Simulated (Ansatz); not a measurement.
An ideal cubic perovskite cell is held by its symmetry; such compounds can tilt or shift off centre at room temperature.

Where the default PAW files enter, the runs use the earlier of Ansatz's two default sets.

Tunnelling through a barrier is set by its complex band structure: the current falls as exp(−2κd) with the smallest κ.

```
BaTiO3
1.0
    5.66772     0.00000     0.00000
   -2.83386     4.90839     0.00000
    2.83386     1.63613     2.31384
Ba Ti O
1 1 3
Direct
  0.00000   0.50000   0.50000
  0.00000   0.00000   0.00000
  0.50000   0.00000   0.50000
  0.50000   0.50000   0.50000
  0.00000   0.00000   0.50000
```

Space group of this cell: Pm-3m, cubic perovskite. The cell is taken as given; by r2SCAN its mean pressure is -1.8 GPa.

Transport runs along the normal of the first two printed cell vectors, the (111) plane of the conventional cell.

No gap correction and no spin-orbit coupling; mid-gap is the computed energy nearest the middle.

Task: State the band gap and the smallest decay constant κ at mid-gap according to r2SCAN in Ansatz (a first-principles code).

Result: Gap 2.15 eV on a 14×14×14 mesh; κ = 0.277 1/Å, at the zone centre.
